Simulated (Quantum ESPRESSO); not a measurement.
Quantum ESPRESSO run on C (P6_3/mmc, 4 atoms in the cell): self-consistent single point.

Method of the run: PBE, SSSP 1.1.2 precision (PBE) pseudopotentials (plane waves; Quantum ESPRESSO).

```
CELL_PARAMETERS angstrom
      2.42362     0.00000     0.00000
     -1.21181     2.09892     0.00000
      0.00000     0.00000     7.66496
ATOMIC_POSITIONS crystal
  C  0.00000 0.00000 0.25000
  C  0.00000 0.00000 0.75000
  C  0.33333 0.66667 0.25000
  C  0.66667 0.33333 0.75000
```

Reference input (self-consistent single point, DFT, PBE, plane waves, SSSP 1.1.2 precision (PBE) pseudopotentials): ecutwfc = 55 Ry; ecutrho = 440 Ry; occupations = smearing; smearing = gauss; degauss = 0.0099958 Ry; potentials = {C: C.pbe-n-kjpaw_psl.1.0.0.UPF}; K_POINTS = automatic 12 12 4 0 0 0; conv_thr = 1e-10 Ry; mixing_beta = 0.4. This run's input differs from it in these lines:

```diff
@@ -32,3 +32,3 @@
 K_POINTS automatic
-12 12 4  0 0 0
+30 30 9  0 0 0
```

Output, abridged:

```
     Self-consistent Calculation

     iteration #  1     ecut=    55.00 Ry     beta= 0.40

     total energy              =     -73.78745988 Ry
     estimated scf accuracy    <       0.42735887 Ry

     iteration #  2     ecut=    55.00 Ry     beta= 0.40

     total energy              =     -73.75085841 Ry
     estimated scf accuracy    <       0.09250077 Ry

     iteration #  3     ecut=    55.00 Ry     beta= 0.40

     total energy              =     -73.76803603 Ry
     estimated scf accuracy    <       0.00248538 Ry

   [... 4 blocks of this kind left out ...]

     iteration #  8     ecut=    55.00 Ry     beta= 0.40

     total energy              =     -73.76806380 Ry
     estimated scf accuracy    <          6.3E-09 Ry

     iteration #  9     ecut=    55.00 Ry     beta= 0.40
     End of self-consistent calculation

     Number of k-points >= 100: set verbosity='high' to print the bands.

     the Fermi energy is     5.9889 ev

!    total energy              =     -73.76806380 Ry
     estimated scf accuracy    <          5.7E-11 Ry
     smearing contrib. (-TS)   =      -0.00003255 Ry
     internal energy E=F+TS    =     -73.76803125 Ry

     convergence has been achieved in   9 iterations

     Forces acting on atoms (cartesian axes, Ry/au):

     atom    1 type  1   force =    -0.00000000   -0.00000000    0.00000000
   [... zero for the other atoms too ...]

     Total force =     0.000000     Total SCF correction =     0.000000

          total   stress  (Ry/bohr**3)                   (kbar)     P=      139.22
   0.00140482   0.00000000   0.00000000          206.66        0.00        0.00
   0.00000000   0.00140482   0.00000000            0.00      206.66        0.00
   0.00000000   0.00000000   0.00002949            0.00        0.00        4.34

   JOB DONE.
```

The run converged in 9 iterations. Against the reference run the free energy drops by 2.2 meV/atom and the pressure hardly changes (13.95 to 13.92 GPa). The full log also holds: “c_bands:  1 eigenvalues not converged”.

The starting cell comes from a database of computed structures (which also holds hypothetical and non-ambient phases and stackings), without a prior relaxation at this level. Its lattice was rescaled by a random factor within 2.5 % of one. With a pressure of about 14 GPa the cell is away from its equilibrium volume at this level.

Cost on one core of a shared machine: roughly 2 min.
